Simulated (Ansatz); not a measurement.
Worked example: self-consistent single point of Ni3Ge (P4mm, 4 atoms in the cell) in Ansatz (an electronic-structure program).

Method of the run: PBEsol, default PAW files made with PBE (plane waves; Ansatz).

```
CELL_PARAMETERS angstrom
      3.54092     0.00000     0.00000
      0.00000     3.54092     0.00000
      0.00000     0.00000     3.54092
ATOMIC_POSITIONS crystal
  Ni 0.50000 0.00000 0.50000
  Ni 0.01412 0.50000 0.50000
  Ni 0.50000 0.50000 0.00000
  Ge 0.00000 0.00000 0.00000
```

Reference input (self-consistent single point, DFT, PBEsol, plane waves, default PAW files made with PBE): basis.ecutwfc = 420 eV; kpoints.mp_grid.grid = 9 9 9; hamiltonian.xc = pbesol; hamiltonian.pseudopotentials = {kind: paw} (the program's default PAW files); scf.occupations.method = gaussian; scf.occupations.width = 0.1 eV. This run's input differs from it in these lines:

Ansatz 0.2 input:
```diff
@@ -12,3 +12,3 @@
 basis:
-  ecutwfc: 420.0
+  ecutwfc: 840.0
 kpoints:
```

The program printed (abridged):

```
SCF iter   1: F=—  HF=-21669.802736 eV  |F-HF|=—  |Δ(HF+E_count)|=         —  Δρ=2.01e-2  dr2=9.23e-2  ethr=1.77e-3  ⟨swp⟩=5.4  Hψ=10019  notcnv=0  defer=28
all-band conjugate gradients solve this SCF's bands
preconditioner: auto → Kerker (q_TF=auto, 2.929 Å⁻¹)
SCF iter   2: F=—  HF=-21669.785556 eV  |F-HF|=—  |Δ(HF+E_count)|=   1.72e-2  Δρ=4.54e-3  dr2=4.98e-3  ethr=1.36e-4  ⟨swp⟩=2.0  Hψ=4945  notcnv=0  defer=136
   [... lines left out ...]
SCF iter   5: F=—  HF=-21669.784307 eV  |F-HF|=—  |Δ(HF+E_count)|=   1.34e-5  Δρ=2.79e-4  dr2=4.48e-5  ethr=1.15e-7  ⟨swp⟩=2.0  Hψ=3985  notcnv=0  defer=137
SCF iter   6: F=—  HF=-21669.784290 eV  |F-HF|=—  |Δ(HF+E_count)|=   1.64e-5  Δρ=6.50e-5  dr2=2.40e-6  ethr=6.59e-8  ⟨swp⟩=2.0  Hψ=3902  notcnv=0  defer=137
SCF iter   7: F=—  HF=-21669.784291 eV  |F-HF|=—  |Δ(HF+E_count)|=   5.27e-7  Δρ=1.74e-5  dr2=1.79e-7  ethr=3.53e-9  ⟨swp⟩=2.0  Hψ=4578  notcnv=0  defer=137
SCF iter   8: F=-21669.784291 eV  HF=-21669.784291 eV  |F-HF|=2.55e-9  |Δ(HF+E_count)|=   8.22e-8  Δρ=4.94e-6  dr2=7.49e-9  ethr=1.47e-10  ⟨swp⟩=8.0  Hψ=13611  notcnv=0
SCF 1 converged in 8 iterations: F = -21669.784291 eV  dr2 = 7.49e-9
Free energy (F): -21669.784291 eV
Internal energy: -21669.773819 eV  (E = F + TS)
E sigma→0 (E₀):  -21669.779055 eV
Entropy (-TS):   -0.010472 eV (-2.618 meV/atom)
Fermi energy:    18.350269 eV
--- Forces (eV/Å), atoms counted from 1 ---
  atom   1  Ni     0.26922394     0.00000000     0.00000000
  atom   2  Ni    -0.50054854    -0.00000000     0.00000000
  atom   3  Ni     0.26922394     0.00000000     0.00000000
  atom   4  Ge    -0.03789494    -0.00000000     0.00000000
--- Stress (GPa, compression-positive) ---
       -2.713439       0.000000       0.000000
        0.000000      -2.755525       0.000000
        0.000000       0.000000      -2.755525
  P = ⅓ Tr σ = -2.7415 GPa (-27.415 kbar)
  The stress holds the Pulay correction. Without it, at fixed plane waves, as pw.x and ABINIT print it: P = -2.7461 GPa
```

The run converged in 8 iterations. Against the reference run the free energy falls by 2.3 meV/atom, the pressure moves little (-2.71 to -2.74 GPa) and the largest force stays at 0.501 eV/Å.

The starting cell comes from a database of computed structures (which also holds hypothetical and non-ambient phases and stackings), without a prior relaxation at this level. Its lattice was rescaled by up to half a per cent. One atom was moved a little off its site on purpose. Spin polarisation is off. Ansatz's pressure includes its estimate of the finite-basis (Pulay) stress.
